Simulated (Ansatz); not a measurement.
Start from SiO$_{2}$ in the rutile structure (space group P4_2/mnm, No. 136; a = 4.155 Å, c = 2.661 Å). Axes: x, y, z lie along a, b, c of the conventional cell.

Method: Ansatz (a quantum-chemistry and plane-wave program), LDA, PAW, cutoff 420 eV, without spin-orbit coupling.

Strains are applied to the cell and any free atomic positions relax; under biaxial strain the out-of-plane vector relaxes too.

One change was made to it. Results:

| quantity | base | after |
|---|---|---|
| width of the top valence band | 2.76 eV | 2.71 eV |
| electron mass | 0.40 mₑ along c, 0.52 mₑ across (at Γ) | 0.40 mₑ out of plane, 0.50 mₑ in plane (at Γ) |
| band gap | 5.81 eV | 5.60 eV |

Question: Name the change that was made.
A) biaxial strain +3.00 %, plane normal [001], relaxed out of plane
B) biaxial strain +2.40 %, plane normal [001], relaxed out of plane
C) biaxial strain +1.20 %, plane normal [001], relaxed out of plane
D) biaxial strain +0.60 %, plane normal [001], relaxed out of plane
E) biaxial strain +1.80 %, plane normal [001], relaxed out of plane

Answer: C, biaxial strain +1.20 %, plane normal [001], relaxed out of plane. For comparison, the band gap in the other runs: biaxial strain +3.00 %, plane normal [001], relaxed out of plane gives 5.33 eV; biaxial strain +1.80 %, plane normal [001], relaxed out of plane gives 5.51 eV; biaxial strain +0.60 %, plane normal [001], relaxed out of plane gives 5.70 eV; biaxial strain +2.40 %, plane normal [001], relaxed out of plane gives 5.41 eV.

Effective masses come from finite differences of ±0.01 Å⁻¹. Whether these cells are dynamically stable was not tested.
